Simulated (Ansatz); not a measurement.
The decay constant κ of evanescent states in the gap governs leakage through a thin film.

Data:

```xyz
3
Lattice="3.5993 0.0000 0.0000 0.0000 3.5993 0.0000 1.7996 -1.7996 2.5451" Properties=species:S:1:pos:R:3 pbc="T T T"
Zr     0.0000     0.0000     0.0000
O      3.5993     1.7996     1.2725
O      1.7996     0.0000     1.2725
```

Space group of this cell: Fm-3m, fluorite. The cell is taken as given.

Transport runs along the normal of the first two printed cell vectors, the (001) plane of the conventional cell.

No gap correction and no spin-orbit coupling; mid-gap values are interpolated between computed energies.

Question: Give the band gap and the smallest decay constant κ at mid-gap that r2SCAN run with Ansatz (a program for electronic structure) yields.

Answer: Gap 3.89 eV on a 12×12×12 mesh; κ = 0.293 1/Å, at the zone centre.
